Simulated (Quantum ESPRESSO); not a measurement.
A user runs Quantum ESPRESSO on Mo2RuSe4 (P1, 14 atoms in the cell) and asks whether the run is sound. The aim is a self-consistent single point with DFT, PBEsol, plane waves, GBRV 1.5 ultrasoft (PBESOL) pseudopotentials.

Input:

```fortran
&control
  calculation = 'scf',
  outdir = './tmp/',
  pseudo_dir = './',
  verbosity = 'high',
  tprnfor = .true.,
  tstress = .true.,
/
&system
  ibrav = 0,
  celldm(1) = 12.7238075663,
  nat = 14,
  ntyp = 3,
  ecutwfc = 40,
  occupations = 'smearing',
  smearing = 'fd',
  degauss = 0.00147,
/
&electrons
  conv_thr = 1.0d-10,
/
ATOMIC_SPECIES
Mo    95.9500  mo_pbesol_v1.uspp.F.UPF
Ru   101.0700  ru_pbesol_v1.2.uspp.F.UPF
Se    78.9710  se_pbesol_v1.uspp.F.UPF
CELL_PARAMETERS alat
   1.0000000000     0.0000000000     0.0000000000
  -0.0650749003     1.0001508952     0.0000000000
  -0.0525153981    -0.0558101417     1.0009681948
ATOMIC_POSITIONS angstrom
Mo    4.7531983830    3.7786066380    3.0448472090
Mo    2.4741073571    3.6008155040    1.5763409485
Mo    3.4248203557    1.4318071934    2.7672402841
Mo    1.2057558548    2.5806201373    3.6725124899
Ru    3.4713401110    2.7593139682    5.1671012656
Ru    2.5087370194    4.9601133840    3.9676425516
Se    4.6093011410    4.9637214527    5.2846410755
Se    1.2502350092    1.3518918507    1.4419519686
Se    5.5143258819    1.5596333873    4.2405317089
Se    1.2772149468    3.8813546070    5.8604783094
Se    3.7281410385    5.7877741433    1.8606875414
Se    0.4308399749    4.8124387004    2.5000798446
Se    4.7575375262    2.4573858166    0.8245309831
Se    2.1842174006    0.5832322171    4.9690898197
K_POINTS automatic
3 3 3  0 0 0
```

Log, with long lists cut:

```
     G-vector sticks info
     --------------------
     sticks:   dense  smooth     PW     G-vecs:    dense   smooth      PW
     Sum        2061    2061    569                70527    70527   10177

     bravais-lattice index     =            0
     lattice parameter (alat)  =      12.7238  a.u.
   [... lines left out ...]
        k(    3) = (   0.0000000   0.3332830   0.0185826), wk =   0.1481481
        k(    4) = (   0.0000000   0.3332830   0.3515935), wk =   0.1481481
        k(    5) = (   0.0000000   0.3332830  -0.3144283), wk =   0.1481481
        k(    6) = (   0.3333333   0.0216884   0.0186975), wk =   0.1481481
        k(    7) = (   0.3333333   0.0216884   0.3517084), wk =   0.1481481
        k(    8) = (   0.3333333   0.0216884  -0.3143135), wk =   0.1481481
        k(    9) = (   0.3333333   0.3549714   0.0372800), wk =   0.1481481
        k(   10) = (   0.3333333   0.3549714   0.3702910), wk =   0.1481481
        k(   11) = (   0.3333333   0.3549714  -0.2957309), wk =   0.1481481
        k(   12) = (   0.3333333  -0.3115947   0.0001149), wk =   0.1481481
        k(   13) = (   0.3333333  -0.3115947   0.3331258), wk =   0.1481481
        k(   14) = (   0.3333333  -0.3115947  -0.3328960), wk =   0.1481481

     Dense  grid:    70527 G-vectors     FFT dimensions: (  54,  54,  54)

     Initial potential from superposition of free atoms

     starting charge     133.9956, renormalised to     136.0000

     negative rho (up, down):  1.437E-01 0.000E+00
     Self-consistent Calculation

     iteration #  1     ecut=    40.00 Ry     beta= 0.70

---- Real-time Memory Report at c_bands before calling an iterative solver
           287 MiB given to the printing process from OS
           241 MiB allocation reported by mallinfo(arena+hblkhd)
------------------

     negative rho (up, down):  1.415E-01 0.000E+00

     total energy              =   -1290.11620898 Ry
     estimated scf accuracy    <       4.09316640 Ry

     iteration #  2     ecut=    40.00 Ry     beta= 0.70

   [... lines left out ...]
           302 MiB allocation reported by mallinfo(arena+hblkhd)
------------------

     negative rho (up, down):  1.466E-01 0.000E+00

     total energy              =   -1292.83982362 Ry
     estimated scf accuracy    <          2.5E-10 Ry

     iteration # 23     ecut=    40.00 Ry     beta= 0.70

---- Real-time Memory Report at c_bands before calling an iterative solver
           516 MiB given to the printing process from OS
           302 MiB allocation reported by mallinfo(arena+hblkhd)
------------------

     negative rho (up, down):  1.466E-01 0.000E+00
     End of self-consistent calculation

     the Fermi energy is     9.8594 ev

!    total energy              =   -1292.83982362 Ry
     estimated scf accuracy    <          2.9E-11 Ry
     smearing contrib. (-TS)   =      -0.00000006 Ry
     internal energy E=F+TS    =   -1292.83982356 Ry

     convergence has been achieved in  23 iterations

     negative rho (up, down):  1.466E-01 0.000E+00

     Forces acting on atoms (cartesian axes, Ry/au):

     atom    1 type  1   force =    -0.01500500   -0.00358732    0.00329275
     atom    2 type  1   force =     0.00408328   -0.00073259    0.01543457
     atom    3 type  1   force =    -0.00320573    0.01432935    0.00451593
     atom    4 type  1   force =     0.01502684    0.00523340   -0.00152125
   [... lines left out ...]
     Total force =     0.063593     Total SCF correction =     0.000018
   [... lines left out ...]

     negative rho (up, down):  1.466E-01 0.000E+00
          total   stress  (Ry/bohr**3)                   (kbar)     P=      -53.22
  -0.00036683  -0.00000032   0.00000458          -53.96       -0.05        0.67
  -0.00000032  -0.00036129   0.00000589           -0.05      -53.15        0.87
   0.00000458   0.00000589  -0.00035723            0.67        0.87      -52.55

   JOB DONE.
```

Task: Is anything amiss in this input, and did it matter?

Result: The results are close to the sound ones and would serve for rough work. The doubtful point is a density cutoff or grid that is too coarse. The charge density holds wave vectors up to twice those of the orbitals (four times the energy cutoff), and augmentation charges need more still. The run converged in 23 iterations without an error; against the sound input the free energy goes down by 1.9 meV/atom, the pressure goes from -5.46 to -5.32 GPa, the largest force moves little (0.545 to 0.555 eV/Å) and the gap on the mesh moves little (0.465 to 0.466 eV).

An input that runs soundly differs in these lines (not the only fix; some lines may just follow from the change or write a value another way):
```diff
+  ecutrho = 320,
```

With that input, the run converged in 23 iterations: free energy E − TS -17589.9550 eV; top of the valence band (on the code's own zero) 9.63 eV; gap on the k-point mesh 0.47 eV; pressure -5.46 GPa; largest force (vector length) 0.545 eV/Å (DFT, PBEsol, plane waves, GBRV 1.5 ultrasoft (PBESOL) pseudopotentials).

On the sound input: the starting cell comes from a database of computed structures (which also holds hypothetical and non-ambient phases and stackings), without a prior relaxation at this level. Its lattice was rescaled by a random factor within 2.5 % of one. With a pressure of about -5 GPa the cell is away from its equilibrium volume at this level.
